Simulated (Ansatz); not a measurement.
Subject: the formation energy of Pd_Al in Al (fcc, Fm-3m). Reaction: 63 Al (fcc) + Pd (fcc) → cell A.

Cell A: a supercell of 64 sites of Al (fcc, Fm-3m) with Pd on an Al site (12 Al at 2.84 Å); spin state with PBE: run without spin, k-point mesh 4×4×4.
```yaml
crystal:
  lattice:
    - [11.42999, 0.00000, 0.00000]
    - [5.71499, 9.89866, 0.00000]
    - [5.71499, 3.29955, 9.33255]
  atoms:
    - { symbol: Al, position: [0.00000, 0.00000, 0.00000] }
    - { symbol: Al, position: [0.00000, 0.00000, 0.25058] }
    - { symbol: Al, position: [0.00000, 0.00000, 0.50000] }
    - { symbol: Al, position: [0.00000, 0.00000, 0.74942] }
    - { symbol: Al, position: [0.00000, 0.25058, 0.00000] }
    - { symbol: Al, position: [0.99921, 0.25058, 0.25058] }
    - { symbol: Al, position: [0.99921, 0.25058, 0.49963] }
    - { symbol: Al, position: [0.00000, 0.25058, 0.74942] }
    - { symbol: Al, position: [0.00000, 0.50000, 0.00000] }
    - { symbol: Al, position: [0.99921, 0.49963, 0.25058] }
    - { symbol: Al, position: [0.00000, 0.50000, 0.50000] }
    - { symbol: Al, position: [0.00079, 0.50037, 0.74942] }
    - { symbol: Al, position: [0.00000, 0.74942, 0.00000] }
    - { symbol: Al, position: [0.00000, 0.74942, 0.25058] }
    - { symbol: Al, position: [0.00079, 0.74942, 0.50037] }
    - { symbol: Al, position: [0.00079, 0.74942, 0.74942] }
    - { symbol: Al, position: [0.25058, 0.00000, 0.00000] }
    - { symbol: Al, position: [0.25058, 0.99921, 0.25058] }
    - { symbol: Al, position: [0.25058, 0.99921, 0.49963] }
    - { symbol: Al, position: [0.25058, 0.00000, 0.74942] }
    - { symbol: Al, position: [0.25058, 0.25058, 0.99921] }
    - { symbol: Al, position: [0.25000, 0.25000, 0.25000] }
    - { symbol: Al, position: [0.25058, 0.25058, 0.49963] }
    - { symbol: Al, position: [0.24924, 0.24924, 0.75076] }
    - { symbol: Al, position: [0.25058, 0.49963, 0.99921] }
    - { symbol: Al, position: [0.25058, 0.49963, 0.25058] }
    - { symbol: Al, position: [0.25171, 0.50000, 0.50000] }
    - { symbol: Al, position: [0.25171, 0.50000, 0.74829] }
    - { symbol: Al, position: [0.25058, 0.74942, 0.00000] }
    - { symbol: Al, position: [0.24924, 0.75076, 0.24924] }
    - { symbol: Al, position: [0.25171, 0.74829, 0.50000] }
    - { symbol: Al, position: [0.24924, 0.75076, 0.75076] }
    - { symbol: Al, position: [0.50000, 0.00000, 0.00000] }
    - { symbol: Al, position: [0.49963, 0.99921, 0.25058] }
    - { symbol: Al, position: [0.50000, 0.00000, 0.50000] }
    - { symbol: Al, position: [0.50037, 0.00079, 0.74942] }
    - { symbol: Al, position: [0.49963, 0.25058, 0.99921] }
    - { symbol: Al, position: [0.49963, 0.25058, 0.25058] }
    - { symbol: Al, position: [0.50000, 0.25171, 0.50000] }
    - { symbol: Al, position: [0.50000, 0.25171, 0.74829] }
    - { symbol: Al, position: [0.50000, 0.50000, 0.00000] }
    - { symbol: Al, position: [0.50000, 0.50000, 0.25171] }
    - { symbol: Pd, position: [0.50000, 0.50000, 0.50000] }
    - { symbol: Al, position: [0.50000, 0.50000, 0.74829] }
    - { symbol: Al, position: [0.50037, 0.74942, 0.00079] }
    - { symbol: Al, position: [0.50000, 0.74829, 0.25171] }
    - { symbol: Al, position: [0.50000, 0.74829, 0.50000] }
    - { symbol: Al, position: [0.50037, 0.74942, 0.74942] }
    - { symbol: Al, position: [0.74942, 0.00000, 0.00000] }
    - { symbol: Al, position: [0.74942, 0.00000, 0.25058] }
    - { symbol: Al, position: [0.74942, 0.00079, 0.50037] }
    - { symbol: Al, position: [0.74942, 0.00079, 0.74942] }
    - { symbol: Al, position: [0.74942, 0.25058, 0.00000] }
    - { symbol: Al, position: [0.75076, 0.24924, 0.24924] }
    - { symbol: Al, position: [0.74829, 0.25171, 0.50000] }
    - { symbol: Al, position: [0.75076, 0.24924, 0.75076] }
    - { symbol: Al, position: [0.74942, 0.50037, 0.00079] }
    - { symbol: Al, position: [0.74829, 0.50000, 0.25171] }
    - { symbol: Al, position: [0.74829, 0.50000, 0.50000] }
    - { symbol: Al, position: [0.74942, 0.50037, 0.74942] }
    - { symbol: Al, position: [0.74942, 0.74942, 0.00079] }
    - { symbol: Al, position: [0.75076, 0.75076, 0.24924] }
    - { symbol: Al, position: [0.74942, 0.74942, 0.50037] }
    - { symbol: Al, position: [0.75000, 0.75000, 0.75000] }
```

Reference: Al (fcc, Fm-3m), 64 atoms in the cell, a perfect crystal on lattice vectors that match the other cells', k-point mesh 4×4×4 on the run's own vectors.

Reference: Pd (fcc, Fm-3m), 1 atom in the cell, k-point mesh 26×26×26 on the run's own vectors. Conventional cell: a = b = c = 3.946 Å, α = β = γ = 90.00°.

All numbers come from Ansatz (a first-principles code), plane waves with PAW, its default PAW set, cutoff 420 eV. The structures are at rest with PBE, within the held lattices. Neutral cells; Fermi-Dirac smearing of at most 0.10 eV in the solids, energies taken to zero width. Larger cells are relaxed from a start prepared with the learned potential CHGNet, on a coarser mesh till forces fall under 0.03 eV/Å, which some starts already meet. A dispersion term (D3(BJ), or D4 for r2SCAN) was computed beside these levels and is taken off wherever the name lacks it. No zero-point or thermal terms. Cells are local rest points, mostly with their start's symmetry. Values are for these cell sizes. Mesh and cell size may move defect energies by 0.1 eV or more. Cell A has symmetry Fm-3m and got no random move, so less symmetric positions, which may lie lower, weren't tried.

Predict the value from PBE.

-1.47 eV, for 63 Al (fcc) + Pd (fcc) → cell A.
